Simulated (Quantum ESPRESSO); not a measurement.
Quantum ESPRESSO 7.5, DFT, PBE, plane waves, PseudoDojo 0.5 standard norm-conserving PBE (local tails restored to the Coulomb form): hcp Ti (Ti8), 8 atoms. Basis and mesh were picked for this test and aren't claimed converged.

```yaml
cell: 5.90, 5.90, 4.68 Å; 90, 90, 120°
task: scf
k mesh: 3×3×3
ecutwfc: 84 Ry
ecutrho: 336 Ry
occupations: smearing
smearing: mv
degauss: 0.02 Ry
conv_thr: 8e-09 Ry
tprnfor: true
tstress: false
k-point pools (-nk): 2
diagonalization: david (default)
k-points computed: 6
bands: 58
electrons: 96
G-vectors of the density: 99195
FFT grid: 72×72×54
symmetry_operations: 12
```

One run each.

All on 8 ranks. Base settings, kept where nothing else is said: mixing_mode = plain (default), mixing_beta = 0.7 (default), mixing_ndim = 8 (default). The settings tried:
- mixing_mode = local-TF
- mixing_mode = TF
- mixing_mode = TF, mixing_beta = 1
- mixing_mode = TF, mixing_beta = 0.1
- mixing_beta = 0.2
- mixing_mode = local-TF, mixing_beta = 0.4
- mixing_ndim = 4
- mixing_mode = local-TF, mixing_beta = 0.1
- mixing_mode = TF, mixing_beta = 0.4
- mixing_ndim = 16
- mixing_beta = 0.1
- mixing_mode = local-TF, mixing_beta = 0.2
- mixing_beta = 1
- mixing_beta = 0.4
- mixing_ndim = 2
- the base settings
- mixing_mode = TF, mixing_beta = 0.2

Task: Name the extremes by SCF iterations: fewest, most, and any that don't converge.

Result: Fewest SCF iterations, with those close behind: mixing_mode = TF (12); mixing_mode = local-TF (12); mixing_mode = TF, mixing_beta = 0.2 (14); mixing_mode = TF, mixing_beta = 0.4 (14). Most among those that reach the base run's result: mixing_mode = local-TF, mixing_beta = 0.1 (31); mixing_mode = local-TF, mixing_beta = 0.2 (30). No count from: mixing_ndim = 2 (unfinished when stopped at the time that we allowed, after 83 SCF iterations). All the others converged.

| setting | SCF iterations | end |
|---|---|---|
| mixing_mode = TF | 12 | converged |
| mixing_mode = local-TF | 12 | converged |
| mixing_mode = TF, mixing_beta = 0.2 | 14 | converged |
| mixing_mode = TF, mixing_beta = 0.4 | 14 | converged |
| the base settings | 16 | converged |
| mixing_beta = 0.2 | 16 | converged |
| mixing_mode = TF, mixing_beta = 1 | 17 | converged |
| mixing_ndim = 16 | 17 | converged |
| mixing_beta = 0.4 | 18 | converged |
| mixing_beta = 1 | 21 | converged |
| mixing_mode = local-TF, mixing_beta = 0.4 | 23 | converged |
| mixing_ndim = 4 | 23 | converged |
| mixing_mode = TF, mixing_beta = 0.1 | 25 | converged |
| mixing_beta = 0.1 | 27 | converged |
| mixing_mode = local-TF, mixing_beta = 0.2 | 30 | converged |
| mixing_mode = local-TF, mixing_beta = 0.1 | 31 | converged |
